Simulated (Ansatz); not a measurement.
The starting structures come from a database of crystals and need not be the phases stable at ambient conditions.

By PBEsol, the system below comes out a metal.

Given:

```xyz
2
Lattice="4.5910 0.0000 0.0000 0.0000 4.5910 0.0000 2.2955 2.2955 3.2463" Properties=species:S:1:pos:R:3 pbc="T T T"
Ga     4.5910     2.2955     1.6232
Bi     0.0000     0.0000     0.0000
```

Space group of this cell: F-43m, zinc blende. The cell is strained (all lengths scaled by 1.02); by PBEsol its mean pressure is -2.7 GPa.

The current flows along the normal of the first two printed cell vectors, the (001) plane of the conventional cell. No spin-orbit coupling; the value is a mean over 0.1 eV about the Fermi level.

### Question
Give the ballistic conductance per area that PBEsol (Ansatz, an electronic-structure program) yields.

### Answer
0.096 × 10¹⁵ S/m² for both spins.
